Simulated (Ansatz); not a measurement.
# A computed series for TiO2: response to strain

Base system: TiO$_{2}$ in the anatase structure (space group I4_1/amd, No. 141).

```xyz
6
Lattice="-1.8994 1.8994 4.8504 1.8994 -1.8994 4.8504 1.8994 1.8994 -4.8504" Properties=species:S:1:pos:R:3 pbc="T T T"
Ti     0.0000     1.8994     2.4252
Ti     0.0000     0.0000     0.0000
O      0.0000     1.8994     0.4224
O      0.0000     0.0000     7.6979
O      0.0000     0.0000     2.0028
O      0.0000     1.8994     4.4279
```

Strains are applied to the cell and any free atomic positions relax.

All numbers come from plane-wave PAW DFT at the PBE level (Ansatz, a program for electronic structure, 420 eV), spin-orbit coupling left out.

Notes on the quantities. energy relative to the base: free energy F.

| isotropic strain (%) | energy relative to the base (meV/atom) |
|---|---|
| 0 | 0.0 |
| 0.6 | ? |
| 1.2 | 8.5 |
| 1.8 | 18.7 |
| 2.4 | 32.6 |
| 3 | 49.9 |

Q: Fit ΔE = Aε² + Bε³ (ε in %) to the rows shown and predict the withheld row.

A: Least squares on the printed values gives A = 6.12 and B = -0.19 meV/atom (largest residual 0.0 meV/atom); this predicts 2.2 meV/atom, and the run gives 2.2 meV/atom, in agreement.

Stability against distortions was not tested. The final runs are not spin-polarised.
